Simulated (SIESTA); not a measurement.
Band structure of ZrVCr (Imma, 6 atoms in the cell).

```
CELL_PARAMETERS angstrom
     -2.50252     2.67225     3.64980
      2.50252    -2.67225     3.64980
      2.50252     2.67225    -3.64980
ATOMIC_POSITIONS crystal
  Zr 0.12748 0.87748 0.25000
  Zr 0.87252 0.12252 0.75000
  V  0.50000 0.50000 0.00000
  V  0.00000 0.50000 0.50000
  Cr 0.50000 0.50000 0.50000
  Cr 0.50000 0.00000 0.00000
```

Method: GGA PBEsol, numerical atomic orbitals DZP, PseudoDojo PBEsol standard norm-conserving potentials (rewritten from UPF to PSML) in SIESTA.

Settings: XC.functional = GGA; XC.authors = PBEsol; potentials = PseudoDojo PBEsol standard; PAO.BasisSize = DZP; PAO.EnergyShift = 0.005 Ry; MeshCutoff = 350 Ry; kgrid.MonkhorstPack = 5 5 5; OccupationFunction = MP; OccupationMPOrder = 0; ElectronicTemperature = 0.1 eV; MaxSCFIterations = 150; SCF.Mixer.Method = Pulay; SCF.Mixer.Weight = 0.25; SCF.Mixer.History = 8.

The starting cell comes from a database of computed structures (which also holds hypothetical and non-ambient phases and stackings), without a prior relaxation at this level. Its lattice was rescaled by a random factor within 2.5 % of one. Spin polarisation is off. Values carry the incompleteness of an atom-centred basis.

Levels in eV from the Fermi level, bands 37 to 42:
```
point     37     38     39     40     41    42
-----  -----  -----  -----  -----  -----  ----
Γ       0.04   0.33   0.65   1.08   1.12  1.21
X      -0.52  -0.51  -0.17   0.04   0.07  0.75
L      -0.28  -0.21  -0.13  -0.02   0.22  0.35
T      -0.54  -0.54  -0.36  -0.36   0.20  0.20
W      -0.23  -0.23  -0.07  -0.07   0.21  0.21
R      -0.52  -0.37  -0.36  -0.21   1.39  1.42
X1     -0.52  -0.51  -0.17   0.04   0.07  0.75
Z      -0.60  -0.59  -0.34  -0.05  -0.03  0.50
Y      -0.50  -0.50  -0.40   0.11   0.42  0.62
S      -0.54  -0.17  -0.02   0.13   1.40  1.47
L1     -0.28  -0.21  -0.13  -0.02   0.22  0.35
Y1     -0.50  -0.50  -0.40   0.11   0.42  0.62
```

Bands cross the Fermi level along this path, so the cell is metallic at this level.

Higher empty bands are left out: an atom-centred basis made for the valence describes them poorly.
